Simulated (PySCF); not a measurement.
PySCF 2.14.0, unrestricted R2SCAN/def2-tzvp, df: Zr(O)2 anion ([O]=[Zr]=[O]), charge -1, multiplicity 2, 3 atoms. The geometry is a generated start, not checked to be a minimum at this level.

```yaml
task: energy
method: r2scan
basis: def2-tzvp
two_electron_scheme: density fitting
mol.max_memory: 3000 MB
mf.max_cycle: 100
mf.init_guess: minao (default)
mf.DIIS: CDIIS (default)
mf.diis_space: 8 (default)
mf.conv_tol: 1e-09 (default)
mf.grids.level: 3 (default)
effective_core_potentials: those of the basis set, past Kr
basis_functions: 102
grid_points: 50560
```

```xyz
3

Zr     0.4238    -0.3670     0.4345
O      0.8808     0.3896    -1.1072
O     -1.3046    -0.0225     0.6728
```

Charge -1 and multiplicity 2 are set for this test and not shown to be the ground state.

One run each on 2 threads, 1 BLAS thread. Values of level_shift (Hartree) tried: 0 (default), 0.1, 0.3, 1.

Task: Predict the course of the Fock builds along this series.

Result: Fewest Fock builds: 0 (default) with 15. The count rises to 99 at 1. All converge to one solution.

| level_shift (Hartree) | Fock builds | end |
|---|---|---|
| 0 (default) | 15 | same solution |
| 0.1 | 22 | same solution |
| 0.3 | 40 | same solution |
| 1 | 99 | same solution |
